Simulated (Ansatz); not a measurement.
**Si, pressure series**

Take Si in the diamond structure (space group Fd-3m, No. 227) as the base.

Si is taken in the cubic space group Fd-3m, origin choice 1 (No. 227), the diamond structure, Pearson symbol cF8. Lattice parameters: a = b = c = 5.444 Å, α = β = γ = 90.00°. Si on 8a has 4 Si at 2.357 Å (tetrahedral). (Neighbours: up to the widest gap in distance over summed covalent radii, below 1.35, at either atom.)
(The calculation used a cell of 2 atoms; values per cell refer to that cell.)

Cell and atoms are relaxed at each pressure.

Levels (all Ansatz, a quantum-chemistry and plane-wave program, PAW, earlier PAW set): r2SCAN (500 eV, without spin-orbit coupling); HSE06 (420 eV, without spin-orbit coupling); HSE06+SOC (420 eV, noncollinear with spin-orbit coupling).

Band gaps by level, all at the geometries relaxed with r2SCAN:

```csv
case,r2SCAN,HSE06,HSE06+SOC
base,0.78 eV,1.14 eV,1.13 eV
pressure −2 GPa,0.81 eV,1.18 eV,1.16 eV
pressure 0.3 GPa,0.77 eV,1.14 eV,1.12 eV
pressure 0.7 GPa,0.76 eV,1.13 eV,1.11 eV
pressure 1.5 GPa,0.75 eV,1.12 eV,1.10 eV
pressure 3 GPa,0.72 eV,1.09 eV,1.07 eV
pressure 5 GPa,0.69 eV,1.05 eV,1.04 eV
pressure 10 GPa,0.61 eV,0.97 eV,0.95 eV
```

Single points use the geometry relaxed with r2SCAN. HSE06 gaps are upper bounds (no full band path). The spin-orbit shifts are approximate. Load acts through the strain it causes; cell and atoms are relaxed under it. Stability against distortions was not tested. Tetrahedral semiconductors of this kind turn to denser phases somewhere between about 1 and 50 GPa; those were not computed, so compressed cells here can lie past the real transition.
